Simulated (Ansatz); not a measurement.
Results of r²SCAN (PAW; Ansatz, a program for electronic structure) for SiB3 (Imma, No. 74, 32 atoms in the cell; start mp-569128).

Numerical settings: plane-wave cutoff 560 eV, 8×8×8 k mesh, Fermi–Dirac smearing 0.01 eV, scalar-relativistic PAW data made under PBE.

Cell (relaxed with PBEsol):

```yaml
crystal:
  lattice:
    - [-4.15799, 6.26722, 3.09972]
    - [4.15799, -6.26722, 3.09972]
    - [4.15799, 6.26722, -3.09972]
  atoms:
    - { symbol: Si, position: [0.31333, 0.33146, 0.51813] }
    - { symbol: Si, position: [0.68667, 0.66854, 0.48187] }
    - { symbol: Si, position: [0.31333, 0.79519, 0.98187] }
    - { symbol: Si, position: [0.68667, 0.20481, 0.01813] }
    - { symbol: Si, position: [0.84807, 0.00222, 0.84585] }
    - { symbol: Si, position: [0.15193, 0.99778, 0.15415] }
    - { symbol: Si, position: [0.65637, 0.00222, 0.65415] }
    - { symbol: Si, position: [0.34363, 0.99778, 0.34585] }
    - { symbol: B, position: [0.14933, 0.72339, 0.42594] }
    - { symbol: B, position: [0.85067, 0.27661, 0.57406] }
    - { symbol: B, position: [0.79745, 0.72339, 0.07406] }
    - { symbol: B, position: [0.20255, 0.27661, 0.92594] }
    - { symbol: B, position: [0.11498, 0.39146, 0.50156] }
    - { symbol: B, position: [0.88502, 0.60854, 0.49844] }
    - { symbol: B, position: [0.38990, 0.61341, 0.99844] }
    - { symbol: B, position: [0.61010, 0.38659, 0.00156] }
    - { symbol: B, position: [0.88502, 0.38659, 0.27648] }
    - { symbol: B, position: [0.11498, 0.61341, 0.72352] }
    - { symbol: B, position: [0.61010, 0.60854, 0.22352] }
    - { symbol: B, position: [0.38990, 0.39146, 0.77648] }
    - { symbol: B, position: [0.15292, 0.47889, 0.32301] }
    - { symbol: B, position: [0.84708, 0.52111, 0.67699] }
    - { symbol: B, position: [0.65588, 0.82991, 0.17699] }
    - { symbol: B, position: [0.34412, 0.17009, 0.82301] }
    - { symbol: B, position: [0.84708, 0.17009, 0.32597] }
    - { symbol: B, position: [0.15292, 0.82991, 0.67403] }
    - { symbol: B, position: [0.34412, 0.52111, 0.17403] }
    - { symbol: B, position: [0.65588, 0.47889, 0.82597] }
    - { symbol: B, position: [0.34128, 0.27208, 0.06920] }
    - { symbol: B, position: [0.65872, 0.72792, 0.93080] }
    - { symbol: B, position: [0.70288, 0.27208, 0.43080] }
    - { symbol: B, position: [0.29712, 0.72792, 0.56920] }
```

Give the computed band gap, smallest direct gap on the k points sampled and Γ–Γ gap.


- band gap = 1.51 eV (indirect)
- smallest direct gap on the k points sampled = 1.56 eV
- Γ–Γ gap = 1.69 eV

Note: cell and atoms aren't relaxed at this level (largest force component 0.07 eV/Å, pressure 1.4 GPa).

Computed values are for the static lattice.

A start named mp-… is a Materials Project structure, which need not be a measured phase.
